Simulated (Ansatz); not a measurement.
Consider Rh in the fcc (Cu type) structure (space group Fm-3m, No. 225; a = 3.802 Å; relaxed with 0.1 eV smearing). Axes: x, y, z lie along the cube axes.

Method: plane-wave PAW DFT at the r2SCAN level (Ansatz, a program for electronic structure, 500 eV), scalar-relativistic without spin-orbit coupling.

One thing is altered: an isotropic linear strain of +2.00 %, atoms relaxed at fixed cell.

Question: Predict the stress tensor and what it implies for the stiffness.

Answer: Stress of the strained cell less that of the base (GPa, compression positive):
```
  -14.2     0.0     0.0
    0.0   -14.2     0.0
    0.0     0.0   -14.2
```

Then B = −ΔP/(ΔV/V₀) with ΔV/V₀ = 0.0612 gives secant stiffness values (nonlinear terms included at this strain): B ≈ 233 GPa.

As a check, the harmonic strain energy −½ V₀ Δσ:ε is 37 meV/atom; the computed energy rise is 40 meV/atom.

No phonon test of stability was made. The final runs are not spin-polarised. Rh lies near a magnetic instability that expansion can trigger; it was not tested.
